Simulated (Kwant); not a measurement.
Model system: zigzag graphene ribbon with Haldane second-neighbour hopping. 18 zigzag chains, bond 0.142 nm, hopping 2.7 eV, scattering region 6.5 nm long; sites with one neighbour are removed; energy swept from -1.49 to 1.49 eV from the neutrality point. Staggered potential ±Δ on the two sublattices, Δ = 0.35 eV. Second-neighbour term iλ/(3√3) ν with λ = 0.57 eV, a model term that the material doesn't have.

The device is made up for the run: typed textbook-type constants, with dimensions and the other settings drawn at random.

Model: nearest-neighbour tight-binding model of a honeycomb sheet with an imaginary second-neighbour term, one spin, coherent transport at 0 K (Kwant). Conductance is in e²/h.

Problem. Is the sheet in its topological phase, how wide is its bulk gap, and what conductance is due inside it?

Solution. At the two valleys the masses are λ ± Δ = 0.920 and 0.220 eV; the bulk gap is 2|λ − Δ| = 0.440 eV. λ > Δ, so the phase is topological, with edge channels that give G = 1. Simulated at 0.0993 eV: 1.00 e²/h.
